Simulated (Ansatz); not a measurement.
The starting structures come from a database of crystals and need not be the phases stable at ambient conditions.

Inside the gap of an insulator the Bloch states are evanescent, with a wavenumber k + iκ along the transport direction.

Data:

```xyz
14
Lattice="3.9302 0.0000 0.0000 0.0000 11.9426 0.0000 0.0000 0.0000 7.0048" Properties=species:S:1:pos:R:3 pbc="T T T"
Na     1.9651     8.1630     0.6166
Na     1.9651     3.7796     6.3882
Na     1.9651     9.7509     4.1190
Na     1.9651     2.1917     2.8858
Cd     0.0000     5.9713     3.5024
Cd     0.0000     0.0000     0.0000
Cl     1.9651     6.4950     5.2395
Cl     1.9651     5.4476     1.7654
Cl     1.9651    11.4189     1.7371
Cl     1.9651     0.5237     5.2678
Cl     0.0000     2.4407     0.8823
Cl     0.0000     9.5019     6.1226
Cl     0.0000     3.5306     4.3847
Cl     0.0000     8.4120     2.6201
```

The cell is taken as given.

Transport runs along the normal of the first two printed cell vectors.

The gap is the functional's own, uncorrected, and κ follows it; spin-orbit coupling is left out. Mid-gap means the computed energy nearest the middle.

Task: Give the band gap and the smallest decay constant κ at mid-gap that r2SCAN in Ansatz (an electronic-structure program) yields.

Result: Gap 4.38 eV on a 8×4×4 mesh; κ = 0.357 1/Å, at the zone centre.
